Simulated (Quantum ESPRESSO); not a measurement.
Input and output of a self-consistent single point for LaNi2B2C (I4/mmm, 6 atoms in the cell) (Quantum ESPRESSO).

Level of theory: LDA (PZ), GBRV 1.5 ultrasoft (LDA) pseudopotentials (plane waves; Quantum ESPRESSO).

The change in words: lattice scaled by 0.98. Reference geometry:
```
CELL_PARAMETERS angstrom
      1.88921    -1.88921     4.90920
      1.88921     1.88921     4.90920
     -1.88921    -1.88921     4.90920
ATOMIC_POSITIONS crystal
  La 0.00000 0.00000 0.00000
  Ni 0.50000 0.25000 0.75000
  Ni 0.50000 0.75000 0.25000
  B  0.00000 0.34813 0.34813
  B  0.00000 0.65187 0.65187
  C  0.00000 0.50000 0.50000
```

Reference input (self-consistent single point, DFT, LDA (PZ), plane waves, GBRV 1.5 ultrasoft (LDA) pseudopotentials): ecutwfc = 50 Ry; ecutrho = 400 Ry; occupations = smearing; smearing = fd; degauss = 0.0073499 Ry; K_POINTS = automatic 8 8 8 0 0 0; conv_thr = 1e-10 Ry; mixing_beta = 0.7. This run's input differs from it in these lines:

```diff
@@ -11,4 +11,4 @@
     ibrav = 7,
-    A = 3.77841000,
-    C = 9.81839000,
+    A = 3.70284200,
+    C = 9.62202200,
     nat = 6,
```

Output, abridged:

```
     Self-consistent Calculation

     iteration #  1     ecut=    50.00 Ry     beta= 0.70

---- Real-time Memory Report at c_bands before calling an iterative solver
           604 MiB given to the printing process from OS
           159 MiB allocation reported by mallinfo(arena+hblkhd)
------------------

     total energy              =    -733.26528070 Ry
     estimated scf accuracy    <     106.62059546 Ry

     iteration #  2     ecut=    50.00 Ry     beta= 0.70

---- Real-time Memory Report at c_bands before calling an iterative solver
           700 MiB given to the printing process from OS
   [... lines left out ...]
           706 MiB given to the printing process from OS
           197 MiB allocation reported by mallinfo(arena+hblkhd)
------------------

     negative rho (up, down):  5.826E-02 0.000E+00

     total energy              =    -813.11520095 Ry
     estimated scf accuracy    <          1.2E-10 Ry

     iteration # 26     ecut=    50.00 Ry     beta= 0.70

---- Real-time Memory Report at c_bands before calling an iterative solver
           706 MiB given to the printing process from OS
           197 MiB allocation reported by mallinfo(arena+hblkhd)
------------------

     negative rho (up, down):  5.826E-02 0.000E+00
     End of self-consistent calculation

     the Fermi energy is    15.3176 ev

!    total energy              =    -813.11520095 Ry
     estimated scf accuracy    <          3.3E-11 Ry
     smearing contrib. (-TS)   =      -0.00560483 Ry
     internal energy E=F+TS    =    -813.10959611 Ry

     convergence has been achieved in  26 iterations

     negative rho (up, down):  5.826E-02 0.000E+00

     Forces acting on atoms (cartesian axes, Ry/au):

     atom    1 type  1   force =     0.00000000    0.00000000    0.00000000
     atom    2 type  2   force =     0.00000000    0.00000000   -0.00000000
     atom    3 type  2   force =    -0.00000000    0.00000000    0.00000000
     atom    4 type  3   force =    -0.00000000    0.00000000   -0.02116334
     atom    5 type  3   force =     0.00000000    0.00000000    0.02116334
   [... lines left out ...]
     Total force =     0.029929     Total SCF correction =     0.000005
   [... lines left out ...]

     negative rho (up, down):  5.826E-02 0.000E+00
          total   stress  (Ry/bohr**3)                   (kbar)     P=       29.73
   0.00013692   0.00000000   0.00000000           20.14        0.00        0.00
   0.00000000   0.00013692   0.00000000            0.00       20.14        0.00
   0.00000000   0.00000000   0.00033246            0.00        0.00       48.91

   JOB DONE.
```

The run converged in 26 iterations. Against the reference run the free energy goes down by 12.4 meV/atom, the pressure goes from -8.38 to 2.97 GPa and the largest force goes from 0.055 to 0.544 eV/Å.

The starting cell comes from a database of computed structures (which also holds hypothetical and non-ambient phases and stackings), without a prior relaxation at this level. For this run, on top of that: lattice scaled by 0.98. Spin polarisation is off.

Cost on one core of a shared machine: roughly 5 min.
